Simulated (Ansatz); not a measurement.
System: SrHfO3 (I4/mcm, No. 140, 10 atoms in the cell; start mp-3721; a measured phase of this formula has another space group). Method: PBE0 in Ansatz (PAW).

Run with plane-wave cutoff 460 eV, 6×6×6 k mesh, Fermi–Dirac smearing 0.01 eV, scalar-relativistic PAW data made under PBE.

Cell (relaxed with PBEsol):

```cif
data_Hf4O12Sr4
_chemical_formula_sum 'Sr4 Hf4 O12'
_space_group_name_H-M_alt 'I4/mcm'
_space_group_IT_number 140
_space_group_name_Hall '-I 4 2c'
_cell_length_a 5.71443
_cell_length_b 5.71443
_cell_length_c 8.27155
_cell_angle_alpha 90.000
_cell_angle_beta 90.000
_cell_angle_gamma 90.000
loop_
_atom_site_label
_atom_site_type_symbol
_atom_site_symmetry_multiplicity
_atom_site_Wyckoff_symbol
_atom_site_fract_x
_atom_site_fract_y
_atom_site_fract_z
_atom_site_occupancy
Sr1 Sr 4 b 0.00000 0.50000 0.25000 1
Hf1 Hf 4 c 0.00000 0.00000 0.00000 1
O1 O 8 h 0.30746 0.19254 0.00000 1
O2 O 4 a 0.00000 0.00000 0.25000 1
```
(The calculation used a cell of 10 atoms; values per cell refer to that cell.)

**Question.** Predict the band gap and smallest direct gap on the k points sampled.

**Answer.** 
band gap: 6.55 eV
smallest direct gap on the k points sampled: 6.57 eV

Note: cell and atoms aren't relaxed at this level (pressure 1.9 GPa).

Spin–orbit coupling is not included.

Static lattice: no zero-point or thermal effects.

Cost on a shared machine: about 9 core-minutes (a rough figure).

A start named mp-… is a Materials Project structure, which need not be a measured phase.

Ansatz is an electronic-structure program.
